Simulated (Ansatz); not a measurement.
Functionals compared on SiH3 on the 1x1 (110) surface of zinc-blende InP (cut with top plane In + P), one in a 2x1 cell, started at the site 'hollow P', in Ansatz (plane waves, PAW). The structure was relaxed with PBE; the other rows are single points on it, each with its references at the same level. Cutoff 420 eV (500 eV for r2SCAN). The points keep PBE's geometry, so the relaxation of a polaron and the settling of charge on one site are left out.

Host crystal: zinc-blende InP, with a band gap (PBE, scalar-relativistic without spin-orbit coupling).

Slab: 24 atoms, 8.9 Å thick at the start under the adsorbate (thin: gaps and levels are the slab's own); k 3x4x1, smearing 0.01 eV, dipole-corrected; 8 atoms held, the rest relaxed; no symmetry held; spin-polarised, ending with about 0.8 μB a cell, a value that depends on the mesh; orders that need a larger cell were not tried, no spin-orbit, no U, no dispersion correction. The slab shows no gap over 0.04 eV on its mesh. At the end it is bonded to P. In PBE it is, or lies within 0.03 eV of, the lowest of the starts that converged. These notes are the PBE run's. r2SCAN: The program's check for a lower electronic state was not made. Adsorption energies are against SiH4(g) − ½ H2(g). A negative adsorption energy means that the adsorbate is more stable on the surface than in its reference.

| functional | adsorption energy (eV) | rough cost of the single point |
|---|---|---|
| PBE | 0.05 | – |
| RPBE | 0.21 | very roughly 5 core-minutes |
| r2SCAN | -0.07 | around 10 core-minutes (rough) |

Ansatz is an electronic-structure program.
